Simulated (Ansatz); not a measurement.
The parent structure is Zr in the hcp (Mg type) structure (space group P6_3/mmc, No. 194; a = 3.230 Å, c = 5.179 Å; relaxed with 0.1 eV smearing). Axes: x lies along a and z along c of the hexagonal cell.

Method: plane-wave PAW DFT at the PBE level (Ansatz, a first-principles code, 420 eV), spin-orbit coupling left out.

For the base:

```
Item                            Result
-----------------------------  -------
Shortest interatomic distance  3.191 Å
Pressure                       0.0 GPa
```

The change: compressive biaxial strain of 0.50 % in the plane normal to [001], as in epitaxy on a mismatched substrate; the out-of-plane cell vector and the atoms relax.

Problem. What happens to the shortest interatomic distance?

Solution. The shortest interatomic distance goes up by 0.003 Å, from 3.191 Å to 3.194 Å.

Problem. Predict the new pressure.

Solution. The pressure (mean of the normal stresses, compression positive) goes from zero to 0.5 GPa.

No phonon test of stability was made. All final runs are without spin polarisation.
